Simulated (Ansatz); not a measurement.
**Response to strain in Cu3N**

Base system: Cu$_{3}$N (space group Pm-3m, No. 221).

```xyz
4
Lattice="3.7649 0.0000 0.0000 0.0000 3.7649 0.0000 0.0000 0.0000 3.7649" Properties=species:S:1:pos:R:3 pbc="T T T"
Cu     1.8825     0.0000     0.0000
Cu     0.0000     1.8825     0.0000
Cu     0.0000     0.0000     1.8825
N      0.0000     0.0000     0.0000
```

Strains are applied to the cell and any free atomic positions relax.

Level of theory: PBEsol, PAW, 420 eV (Ansatz, a quantum-chemistry and plane-wave program; no spin-orbit coupling).

```tsv
isotropic strain (%)	pressure (GPa)
-3	15.1
-2.4	11.6
-1.8	?
-1.2	5.3
-0.6	2.5
0	0.0
```

Question: Fit P = P₀ − Bδ + Cδ² with δ = (1 + ε)³ − 1 to the rows shown and predict the withheld row.

Answer: Least squares on the printed values gives P₀ = 0.0 GPa, B = 132 GPa, C = 465 GPa (largest residual 0.0 GPa); this predicts 8.3 GPa, and the run gives 8.3 GPa, in agreement.

Whether these cells are dynamically stable was not tested. All final runs are without spin polarisation.
